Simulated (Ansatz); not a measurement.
Consider Zr-vacancy pair (Zr on one host Ru site, one Ru site vacant) in hcp Ru, neutral cell. These are PBE, PAW (plane waves to 420 eV; Ansatz, an electronic-structure program) values and carry that method's errors.

Settings: 36 host sites, the relaxed PBE lattice, a 2×2×2 k-point mesh shifted by half a step along c, smearing 0.10 eV, spin-restricted, no image-charge correction. Energies are static. Forms of the defect that were not tried may lie lower. The start lies 0.039 eV above the lowest site run (PBE).

Barriers: single points on a 4×4×4 k-point mesh shifted by half a step along c at the bands' geometries (they differ from the bands' own by up to 0.16 eV, and are uncertain by about as much).

The step: Zr and the vacancy change places (Zr-vacancy distance between ideal sites 2.72 Å throughout). Atoms about the jump, Cartesian Å from the middle of the jump, before and after:

```csv
atom,x0,y0,z0,x1,y1,z1
Zr1,1.16,0.00,0.00,-1.16,0.00,0.00
Ru2,-0.01,2.48,0.00,0.01,2.48,0.00
Ru3,-0.04,-0.83,-2.24,0.04,-0.83,-2.24
Ru4,-0.04,-0.83,2.24,0.04,-0.83,2.24
Ru5,-0.02,-2.45,0.00,0.02,-2.45,0.00
Ru6,1.34,1.60,2.21,1.33,1.54,2.12
Ru7,1.34,1.60,-2.21,1.33,1.54,-2.12
Ru8,-1.33,1.54,2.12,-1.34,1.60,2.21
Ru9,-1.33,1.54,-2.12,-1.34,1.60,-2.21
Ru10,2.72,2.35,0.00,2.72,2.35,0.00
Ru11,-2.72,2.35,0.00,-2.72,2.35,0.00
Ru12,2.73,-0.78,-2.18,2.69,-0.76,-2.13
Ru13,2.73,-0.78,2.18,2.69,-0.76,2.13
Ru14,-2.69,-0.76,-2.13,-2.73,-0.78,-2.18
Ru15,-2.69,-0.76,2.13,-2.73,-0.78,2.18
Ru16,2.72,-2.35,0.00,2.72,-2.35,0.00
Ru17,-2.72,-2.35,0.00,-2.72,-2.35,0.00
```

### Question
Give the saddle-point geometry and the barrier.

### Answer

```tsv
atom	x	y	z
Zr1	0.00	0.07	0.00
Ru2	0.00	2.60	0.00
Ru3	-0.01	-0.89	-2.34
Ru4	-0.01	-0.89	2.34
Ru5	0.00	-2.54	0.00
Ru6	1.33	1.58	2.16
Ru7	1.33	1.58	-2.16
Ru8	-1.33	1.58	2.16
Ru9	-1.33	1.58	-2.16
Ru10	2.69	2.30	0.00
Ru11	-2.69	2.30	0.00
Ru12	2.67	-0.75	-2.13
Ru13	2.67	-0.75	2.13
Ru14	-2.68	-0.75	-2.12
Ru15	-2.68	-0.75	2.13
Ru16	2.67	-2.29	0.00
Ru17	-2.68	-2.29	0.00
```
It lies 0.84 eV above the start and 0.84 eV above the end. The saddle point's order was not checked, and it lies on a symmetry element of the cell, where a band can be held.
